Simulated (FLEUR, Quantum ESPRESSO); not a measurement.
A FLEUR input for a self-consistent single point of MnI2 (P-3m1, 3 atoms in the cell) (DFT, PBEsol, all-electron FLAPW (FLEUR), scalar-relativistic valence):

Input of the input generator:

```
scf MnI2
&input film=f /
7.7199243828 -0.0000000234 0.0000000000
-3.8599621712 6.6856506425 0.0000000000
0.0000000000 0.0000000000 13.2342736152
1.0
1.0 1.0 1.0

3
25 0.0000000000 0.0000000000 -0.0000000000 : 4.00
53 0.3333333333 0.6666666667 0.2308900000 : 0.00
53 0.6666666667 0.3333333333 0.7691100000 : 0.00

&comp jspins=2 /
&exco xctyp='PBEs' /
&kpt div1=5 div2=5 div3=3 /
&end /
```

```xml
<?xml version="1.0" encoding="UTF-8" standalone="no"?>
<fleurInput fleurInputVersion="0.39">
   <comment>
      scf MnI2                                                                                            
   </comment>
   <calculationSetup>
      <cutoffs Kmax="3.9" Gmax="15.6" GmaxXC="15.6" numbands="0"/>
      <scfLoop itmax="80" minDistance="0.00001" maxIterBroyd="15" imix="Anderson" alpha="0.05" precondParam="0.0" spinf="2.0"/>
      <coreElectrons ctail="T" frcor="F" kcrel="0" coretail_lmax="0"/>
      <xcFunctional name="PBEs" relativisticCorrections="F"/>
      <magnetism jspins="2"/>
      <soc l_soc="F" theta="0.0" phi="0.0" spav="F"/>
      <expertModes spex="0" secvar="F"/>
      <geometryOptimization l_f="T" forcealpha="1.0" forcemix="BFGS" epsdisp="0.00001" epsforce="0.00001"/>
      <ldaU l_linMix="F" mixParam="0.05" spinf="1.0"/>
   </calculationSetup>
   <cell>
      <bzIntegration valenceElectrons="49.0" mode="hist" fermiSmearingEnergy="0.00183747">
         <kPointListSelection listName="default-1"/>
         <!-- k-points included here -->
         <xi:include xmlns:xi="http://www.w3.org/2001/XInclude" href="kpts.xml"> </xi:include>
      </bzIntegration>
      <!-- symmetry operations included here -->
      <xi:include xmlns:xi="http://www.w3.org/2001/XInclude" href="sym.xml"> </xi:include>
      <bulkLattice scale="1.0">
         <bravaisMatrix>
            <row-1>    7.7199243828000004    -0.0000000234000000     0.0000000000000000</row-1>
            <row-2>   -3.8599621711999998     6.6856506424999997     0.0000000000000000</row-2>
            <row-3>    0.0000000000000000     0.0000000000000000    13.2342736151999993</row-3>
         </bravaisMatrix>
      </bulkLattice>
   </cell>
   <atomSpecies>
      <species name="Manganese 4.000" element="Mn" atomicNumber="25">
         <mtSphere radius="2.58" gridPoints="889" logIncrement="0.014"/>
         <atomicCutoffs lmax="10" lnonsphr="8"/>
         <electronConfig flipSpins="F">
            <coreConfig>(1s1/2) (2s1/2) (2p1/2) (2p3/2)</coreConfig>
            <valenceConfig>(3s1/2) (3p1/2) (3p3/2) (4s1/2) (3d3/2) (3d5/2)</valenceConfig>
            <stateOccupation state="(3d3/2)" spinUp="1.5" spinDown="0.5"/>
            <stateOccupation state="(3d5/2)" spinUp="3.0" spinDown="0.0"/>
         </electronConfig>
         <energyParameters s="4" p="4" d="3" f="4"/>
         <lo type="SCLO" l="0" n="3" eDeriv="0"/>
         <lo type="SCLO" l="1" n="3" eDeriv="0"/>
      </species>
      <species name="Iodine (I)" element="I" atomicNumber="53">
         <mtSphere radius="2.58" gridPoints="889" logIncrement="0.015"/>
         <atomicCutoffs lmax="10" lnonsphr="8"/>
         <electronConfig flipSpins="F">
            <coreConfig>(1s1/2) (2s1/2) (2p1/2) (2p3/2) (3s1/2) (3p1/2) (3p3/2) (4s1/2) (3d3/2) (3d5/2) (4p1/2) (4p3/2)</coreConfig>
            <valenceConfig>(5s1/2) (4d3/2) (4d5/2) (5p1/2) (5p3/2)</valenceConfig>
            <stateOccupation state="(5p1/2)" spinUp="0.8333333333" spinDown="0.8333333333"/>
            <stateOccupation state="(5p3/2)" spinUp="1.666666667" spinDown="1.666666667"/>
         </electronConfig>
         <energyParameters s="5" p="5" d="5" f="4"/>
         <lo type="SCLO" l="2" n="4" eDeriv="0"/>
      </species>
   </atomSpecies>
   <atomGroups>
      <atomGroup species="Manganese 4.000">
         <relPos label="                   1">.0000000000 .0000000000 .0000000000</relPos>
         <force calculate="T" relaxXYZ="TTT"/>
      </atomGroup>
      <atomGroup species="Iodine (I)">
         <relPos label="                   2">1.000/3.000 -1.000/3.000 .2308900000</relPos>
         <relPos label="                   3">-1.000/3.000 1.000/3.000 -.2308900000</relPos>
         <force calculate="T" relaxXYZ="TTT"/>
      </atomGroup>
   </atomGroups>
   <output dos="F" band="F" slice="F">
      <checks vchk="F" cdinf="F"/>
      <bandDOS minEnergy="-.5*Htr" maxEnergy="0.5*Htr" sigma="0.015" storeEVData="T"/>
      <vacuumDOS vacdos="F" integ="F" star="F" nstars="0" locx1="0.0" locy1="0.0" locx2="0.0" locy2="0.0" nstm="0" tworkf="0.0"/>
      <unfoldingBand unfoldBand="F" supercellX="1" supercellY="1" supercellZ="1"/>
      <plotting iplot="0" polar="F">
         <plot TwoD="T" vec1="  1.0  0.0  0.0" vec2="  0.0  1.0  0.0" vec3="  0.0  0.0  1.0" zero="  0.0  0.0  0.0" file="plot"/>
      </plotting>
      <chargeDensitySlicing numkpt="0" minEigenval="0.0" maxEigenval="0.0" nnne="0" pallst="F"/>
      <specialOutput eonly="F"/>
      <magneticCircularDichroism mcd="F" energyLo="-10.0" energyUp="0.0"/>
   </output>
  <!-- We include the file relax.xml here to enable relaxations (see documentation) -->
  <xi:include xmlns:xi="http://www.w3.org/2001/XInclude" href="relax.xml"> <xi:fallback/> </xi:include>
</fleurInput>
```

Q: Translate this input to Quantum ESPRESSO.

A: One input that does it (others would too):

```fortran
&CONTROL
   calculation = 'scf'
   prefix = 'pwscf'
   outdir = './work'
   pseudo_dir = './'
   tprnfor = .true.
   tstress = .true.
/
&SYSTEM
   ibrav = 0
   nat = 3
   ntyp = 2
   ecutwfc = 100
   occupations = 'smearing'
   smearing = 'fd'
   degauss = 0.0036749
   nspin = 2
   starting_magnetization(1) = 0.267
/
&ELECTRONS
   conv_thr = 1.0d-9
   mixing_beta = 0.4
/
ATOMIC_SPECIES
Mn    54.9380  Mn.upf
I    126.9045  I.upf
ATOMIC_POSITIONS {crystal}
Mn    0.0000000000    0.0000000000    0.0000000000
I     0.3333333333    0.6666666667    0.2308900000
I     0.6666666667    0.3333333333    0.7691100000
K_POINTS {automatic}
5 5 3  0 0 0
CELL_PARAMETERS {angstrom}
   4.0852080533     0.0000000000     0.0000000000
  -2.0426040266     3.5378939539     0.0000000000
   0.0000000000     0.0000000000     7.0032760000
```

Basis settings and potentials, where a program has them, do not carry over. This input uses DFT, PBEsol, plane waves, PseudoDojo standard norm-conserving (PBESOL) pseudopotentials.

The starting cell comes from a database of computed structures (which also holds hypothetical and non-ambient phases and stackings), without a prior relaxation at this level. For this run, on top of that: lattice scaled by 0.98.
